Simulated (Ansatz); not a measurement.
## What biaxial strain +2.00 %, plane normal [001], relaxed out of plane does to TiAl

The parent structure is TiAl (space group P4/mmm, No. 123; a = 2.7963 Å, c = 4.0381 Å; relaxed with 0.1 eV smearing). Axes: x, y, z lie along a, b, c of the conventional cell.

Now apply this change: biaxial strain +2.00 %, plane normal [001], relaxed out of plane (Cartesian); in-plane vectors clamped, the third vector and the atoms free.

Level of theory: Ansatz (a first-principles code) PBEsol, spin-orbit coupling left out. k-mesh 21×21×14 (Γ-centred); smearing 0.1 eV (Fermi–Dirac).

| quantity | base | changed | shift |
|---|---|---|---|
| volume per atom | 15.79 Å³ | 16.06 Å³ | +0.27 Å³ |
| shortest interatomic distance | 2.796 Å | 2.822 Å | +0.026 Å |
| pressure (mean of the normal stresses, compression positive) | 0.0 GPa | -2.0 GPa | -2.0 GPa |
| band gap | zero | zero | – |
| out-of-plane strain | – | -2.24 % | – |

Final structure (turned so that z lies along the plane normal):

```yaml
crystal:
  lattice:
    - [2.85222, 0.00000, 0.00000]
    - [0.00000, 2.85222, 0.00000]
    - [0.00000, 0.00000, 3.94760]
  atoms:
    - { symbol: Ti, position: [0.00000, 0.00000, 0.00000] }
    - { symbol: Al, position: [0.50000, 0.50000, 0.50000] }
```

Whether these cells are dynamically stable was not tested. All final runs are without spin polarisation.
